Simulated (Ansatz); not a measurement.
PdGe in the rock salt structure (space group Fm-3m, No. 225; a hypothetical phase, not in the database extracts checked)

```cif
data_GePd
_chemical_formula_sum 'Ge1 Pd1'
_space_group_name_H-M_alt 'P 1'
_space_group_IT_number 1
_cell_length_a 3.68745
_cell_length_b 3.68745
_cell_length_c 3.68745
_cell_angle_alpha 60.000
_cell_angle_beta 60.000
_cell_angle_gamma 60.000
loop_
_space_group_symop_operation_xyz
  'x, y, z'
loop_
_atom_site_label
_atom_site_type_symbol
_atom_site_fract_x
_atom_site_fract_y
_atom_site_fract_z
_atom_site_occupancy
Ge1 Ge 0.00000 0.00000 0.00000 1
Pd1 Pd 0.50000 0.50000 0.50000 1
```

All numbers come from PBE in Ansatz (plane waves to 420 eV, PAW, scalar-relativistic without spin-orbit coupling), earlier PAW set. k-mesh 15×15×15 (Γ-centred); smearing 0.05 eV (Fermi–Dirac).

The volume per atom is 17.73 Å³, the density comes out as 8.39 g/cm³ and the band gap comes out as zero. The total energy is -5634.067 eV/atom (σ→0; compares only within this code and set-up).

No phonon test of stability was made. The final runs are not spin-polarised.

Ansatz is a first-principles code.
